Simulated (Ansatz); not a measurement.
SiH3 on the 1x1 (110) surface of 3C silicon carbide (cut with top plane C + Si), one in a 2x2 cell, started at the site 'top Si'

Host crystal: 3C silicon carbide, with a band gap (PBE, scalar-relativistic without spin-orbit coupling).

Level of theory: PBE (plane waves to 420 eV, PAW; Ansatz, a first-principles code).

Model: 52-atom slab, 7.7 Å thick at the start under the adsorbate (thin: gaps and levels are the slab's own), 3x3x1 mesh, Fermi-Dirac 0.01 eV, dipole correction, 24 atoms held, the rest relaxed; no symmetry held; spin-polarised, ending with about 1.0 μB a cell; orders that need a larger cell were not tried, no spin-orbit, no U, no dispersion correction. At the end it is bonded to Si. In PBE this state lies 1.17 eV over the lowest of the starts that converged ('over Si at depth 1.5 Å').

- adsorption energy against SiH4(g) − ½ H2(g): -0.055 eV
- change of the step from the bottom to the top vacuum level, against the clean slab: -0.010 eV
- energy released by relaxation: 1.09 eV
- height of the binding atom over the mean of the host atoms within 0.3 Å of the top one: 2.299 Å
- magnetic moment of the cell: 1.00 μB
- nearest host atoms of the binding atom: Si at 2.36 Å, C at 3.33 Å, C at 3.47 Å
- largest move of a host atom: 0.40 Å
- note: in the relaxation the adsorbate left its starting site by 1.1 Å
- cost: very roughly 50 core-minutes

A negative adsorption energy means that the adsorbate is more stable on the surface than in its reference.
